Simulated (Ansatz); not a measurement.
```yaml
crystal:
  lattice:
    - [2.52043, 0.00000, 0.00000]
    - [-1.26021, 2.18276, 0.00000]
    - [0.00000, 0.00000, 4.15996]
  atoms:
    - { symbol: C, position: [0.33333, 0.66667, 0.00020] }
    - { symbol: C, position: [0.66667, 0.33333, 0.50020] }
    - { symbol: C, position: [0.33333, 0.66667, 0.37480] }
    - { symbol: C, position: [0.66667, 0.33333, 0.87480] }
```

The numbers are results of r2SCAN, rigid bands (plane waves, PAW, scalar-relativistic; Ansatz, a quantum-chemistry and plane-wave program), not measurements. Condition of this run: biaxial stress in the c plane of -11 GPa (compression positive) (the target of the relaxation). How the cell was made: cell and atoms relaxed with PBEsol, then loaded as said.

Q: Predict the electron conductivity mass (n e² τ/σ) at 300 K, by direction if it differs.

A: 0.47 (x), 0.47 (y), 0.27 (z) mₑ.

Q: What conductivity effective mass do dilute holes have at 300 K?

A: 0.45 (x), 0.45 (y), 0.64 (z) mₑ.

Q: And the band gap?

A: 3.64 eV at this level; semilocal functionals usually fall short of the measured gap.

Rigid bands, one relaxation time for all states, no polarons. Spin-orbit coupling is left out. Geometry: cell and atoms relaxed with PBEsol.
